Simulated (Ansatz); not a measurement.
The reference is NiSi (space group Pnma, No. 62; a = 5.105 Å, b = 3.360 Å, c = 5.504 Å; non-magnetic). Axes: x, y, z lie along a, b, c of the conventional cell.

Structures relaxed with DFT with PBEsol, PAW potentials and a 420 eV plane-wave cutoff in Ansatz (a program for electronic structure), no spin-orbit coupling, earlier PAW set.

Base:

Simulated powder pattern, Mo Kα, λ = 0.71073 Å (kinematic, ideal powder, no thermal factors, no anomalous dispersion; the 14 strongest lines at most, above 2 %, up to 2θ = 40°):

```csv
2θ (°),I/Imax (%),hkl
14.24,66,(011)
14.84,16,(002)
16.01,26,(200)
16.34,19,(111)
20.84,75,(112)
21.48,100,(211)
21.89,29,(202)
23.76,27,(103)
24.42,31,(020)
25.25,15,(301)
25.50,17,(013)
33.03,15,(222)
34.33,16,(123)
35.49,15,(411)
```

Modification: compressive biaxial strain of 2.80 % in the plane normal to [001], as in epitaxy on a mismatched substrate; the out-of-plane cell vector and the atoms relax.

How do the reflections move or split?


Simulated powder pattern, Mo Kα, λ = 0.71073 Å (kinematic, ideal powder, no thermal factors, no anomalous dispersion; the 14 strongest lines at most, above 2 %, up to 2θ = 40°):

```tsv
2θ (°)	d (Å)	I/Imax (%)	hkl
14.36	2.844	18	(002)
14.42	2.832	73	(011)
16.47	2.481	26	(200)
16.61	2.460	21	(111)
20.80	1.969	75	(112)
21.92	1.869	34	(202)
21.95	1.866	100	(211)
23.15	1.771	32	(103)
25.04	1.640	22	(013)
25.14	1.633	31	(020)
25.86	1.588	15	(301)
32.74	1.261	16	(114)
33.59	1.230	17	(222)
34.44	1.201	17	(123)
```

The indices refer to the base's conventional cell; one index is shown for lines that coincide.

Without a gap, meshes like the base's 9×14×9 leave anisotropic stresses uncertain by several tenths of a GPa, and small strain energies with them. Whether these cells are dynamically stable was not tested. Starting moments died away, wholly or in part, for the base; another magnetic solution may exist. All final runs are without spin polarisation.
